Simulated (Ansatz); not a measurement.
# A computed series for Nb3Sn: pressure series

Consider Nb$_{3}$Sn in the A15 (Cr3Si type) structure (space group Pm-3n, No. 223; a = 5.319 Å).

Cell and atoms are relaxed at each pressure.

Levels (all Ansatz, a first-principles code, PAW): PBE (420 eV, no SOC); PBEsol (420 eV, no spin-orbit coupling).

The base cell above is that of PBE; each level relaxes its own structures.

```json
[
 {"case": "pressure −2 GPa", "shortest interatomic distance, PBE": "267.1 pm", "shortest interatomic distance, PBEsol": "264.0 pm"},
 {"case": "pressure −1 GPa", "shortest interatomic distance, PBE": "266.5 pm", "shortest interatomic distance, PBEsol": "263.4 pm"},
 {"case": "pressure 0.3 GPa", "shortest interatomic distance, PBE": "265.8 pm", "shortest interatomic distance, PBEsol": "262.8 pm"},
 {"case": "pressure 0.7 GPa", "shortest interatomic distance, PBE": "265.6 pm", "shortest interatomic distance, PBEsol": "262.6 pm"},
 {"case": "pressure 1.5 GPa", "shortest interatomic distance, PBE": "265.2 pm", "shortest interatomic distance, PBEsol": "262.2 pm"},
 {"case": "pressure 3 GPa", "shortest interatomic distance, PBE": "264.4 pm", "shortest interatomic distance, PBEsol": "261.5 pm"},
 {"case": "pressure 5 GPa", "shortest interatomic distance, PBE": "263.4 pm", "shortest interatomic distance, PBEsol": "260.6 pm"},
 {"case": "pressure 7.5 GPa", "shortest interatomic distance, PBE": "262.2 pm", "shortest interatomic distance, PBEsol": "259.5 pm"},
 {"case": "pressure 10 GPa", "shortest interatomic distance, PBE": "261.1 pm", "shortest interatomic distance, PBEsol": "258.5 pm"}
]
```

PBE lies above PBEsol in every row, by 2.6 pm to 3.1 pm. They put the cases in the same order.

Load acts through the strain it causes; cell and atoms are relaxed under it. No phonon test of stability was made. Competing high-pressure phases were not computed. All final runs are without spin polarisation.
